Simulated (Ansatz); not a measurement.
Where the default PAW files enter, the runs use the earlier of Ansatz's two default sets.

Input:

```yaml
crystal:
  lattice:
    - [3.20750, 0.00000, 0.00000]
    - [0.00000, 6.73847, 0.00000]
    - [0.00000, 3.36924, 3.36924]
  atoms:
    - { symbol: Sn, position: [0.50000, 0.50000, 0.00000] }
    - { symbol: Sn, position: [0.00000, 0.00000, 0.00000] }
    - { symbol: O, position: [0.50000, 0.80597, 0.00000] }
    - { symbol: O, position: [0.50000, 0.19403, 0.00000] }
    - { symbol: O, position: [0.00000, 0.30597, 0.38806] }
    - { symbol: O, position: [0.00000, 0.69403, 0.61194] }
```

Space group of this cell: P4_2/mnm, rutile. The cell is taken as given; by r2SCAN its mean pressure is -1.1 GPa.

Method: r2SCAN (plane waves, PAW; Ansatz, a quantum-chemistry and plane-wave program).

The current runs along the normal of the first two printed vectors; no spin-orbit coupling. Scaled by the factor s: both lengths across the current (ions clamped). Meshes 10×10×10 and 10×6 across the current in all rows.

```tsv
s	mean pressure (GPa)	slowest mid-gap decay constant κ (1/Å)
0.98	8.9	?
1.00	-1.1	0.190
1.02	-8.9	0.151
```

Question: Take the slope of the slowest mid-gap decay constant κ against ln s from the two given rows, extrapolate to s = 0.98, and say what the run there gives.

Answer: Slope = (0.151 − 0.190) / ln 1.02 = -1.97 1/Å. The line gives 0.190 + (-1.97) × ln 0.98 = 0.230 1/Å. The run gives 0.228 1/Å, 0.002 1/Å under the line, 4 % of the predicted step.
